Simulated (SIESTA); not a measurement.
SIESTA run on Zr₂Ga (Fmm2, 6 atoms in the cell): self-consistent single point.

Method: GGA PBEsol, numerical atomic orbitals TZP, PseudoDojo PBEsol standard norm-conserving potentials (rewritten from UPF to PSML) run with SIESTA.

```
Zr2Ga
1.0
   -3.32795     3.32795     2.72813
    3.32795    -3.32795     2.72813
    3.32795     3.32795    -2.72813
Zr Ga
4 2
Direct
  0.65917   0.15917   0.81834
  0.34614   0.84614   0.19228
  0.15386   0.34614   0.50000
  0.84614   0.65386   0.50000
  0.25000   0.25000   0.00000
  0.75000   0.75000   0.00000
```

Reference input (self-consistent single point, DFT, GGA PBEsol, numerical atomic orbitals TZP, PseudoDojo PBEsol standard norm-conserving potentials (rewritten from UPF to PSML)): XC.functional = GGA; XC.authors = PBEsol; potentials = PseudoDojo PBEsol standard; PAO.BasisSize = TZP; PAO.EnergyShift = 0.01 Ry; MeshCutoff = 350 Ry; kgrid.MonkhorstPack = 4 4 4; OccupationFunction = MP; OccupationMPOrder = 0; ElectronicTemperature = 0.1 eV; MaxSCFIterations = 150; SCF.Mixer.Method = Broyden. This run's input differs from it in these lines:

```diff
@@ -32,9 +32,8 @@
 %block kgrid.MonkhorstPack
-    4   0   0  0.0
-    0   4   0  0.0
-    0   0   4  0.0
+    7   0   0  0.0
+    0   7   0  0.0
+    0   0   7  0.0
 %endblock kgrid.MonkhorstPack
-OccupationFunction           MP
-OccupationMPOrder            0
-ElectronicTemperature        0.1 eV
+OccupationFunction           FD
+ElectronicTemperature        0.01 eV
```

Output (repeated stretches shortened):

```
        iscf     Eharris(eV)        E_KS(eV)     FreeEng(eV)     dDmax    Ef(eV) dHmax(eV)
   scf:    1    -9634.121098    -9659.847437    -9659.849052  1.462432 -5.211979  3.851699
   scf:    2    -9660.924260    -9660.397490    -9660.399169  0.054218 -5.290474  3.127858
   scf:    3    -9662.321907    -9661.583096    -9661.584297  0.207012 -5.629566  1.501365
   scf:    4    -9661.596607    -9661.628462    -9661.629609  0.063653 -5.627777  0.585468
   scf:    5    -9661.633639    -9661.647000    -9661.648249  0.015357 -5.675728  0.382916
   [... 3 lines left out ...]
   scf:    9    -9661.653349    -9661.653341    -9661.654594  0.000144 -5.666159  0.006424
   scf:   10    -9661.653359    -9661.653351    -9661.654610  0.000757 -5.666301  0.001600
   scf:   11    -9661.653351    -9661.653351    -9661.654612  0.000280 -5.666345  0.000810
   scf:   12    -9661.653351    -9661.653351    -9661.654612  0.000023 -5.666353  0.000560
SCF Convergence by DM+H criterion
max |DM_out - DM_in|         :     0.0000232152
max |H_out - H_in|      (eV) :     0.0005604360
SCF cycle converged after 12 iterations

Using DM_out to compute the final energy and forces

siesta: E_KS(eV) =            -9661.6534

siesta: E_KS - E_eggbox =     -9661.6534

siesta: Atomic forces (eV/Ang):
     1   -0.249135   -0.249135   -0.000255
     2    0.168322    0.168322    0.000126
     3    0.070679   -0.027696    0.000157
     4   -0.027696    0.070679    0.000157
     5    0.018533    0.018981   -0.000021
     6    0.018981    0.018533   -0.000021
   Tot   -0.000316   -0.000316    0.000142
   Max    0.249135
   Res    0.103745    sqrt( Sum f_i^2 / 3N )
   Max    0.249135    constrained

   [... lines left out ...]
siesta: FreeEng =     -9661.654612
siesta: Cell volume =        120.858654 Ang**3
siesta:         -42.62386541        -38.77270967  kBar
   [... lines left out ...]

              2.001   0.161   0.097  -0.051   0.097   0.165

mulliken: Qtot =       74.000

Mulliken Atomic Populations:
Atom #   charge [q] valence [e]  Species
     1     0.370946   11.629054  Zr
     2     0.351749   11.648251  Zr
     3     0.354931   11.645069  Zr
     4     0.354931   11.645069  Zr
     5    -0.716279   13.716279  Ga
     6    -0.716279   13.716279  Ga
 Total     0.000000
```

The run converged in 12 iterations. Against the reference run the free energy drops by 2.2 meV/atom, the pressure stays near -4.26 GPa while the zz stress (positive for compression) goes from -5.06 to -4.08 GPa and the largest force goes from 0.319 to 0.352 eV/Å.

The starting cell comes from a database of computed structures (which also holds hypothetical and non-ambient phases and stackings), without a prior relaxation at this level. Its lattice was rescaled by up to half a per cent. One atom was moved a little off its site on purpose. Values carry the incompleteness of an atom-centred basis. With a pressure of about -4 GPa the cell is away from its equilibrium volume at this level.

Cost on one core of a shared machine: roughly 3 min.
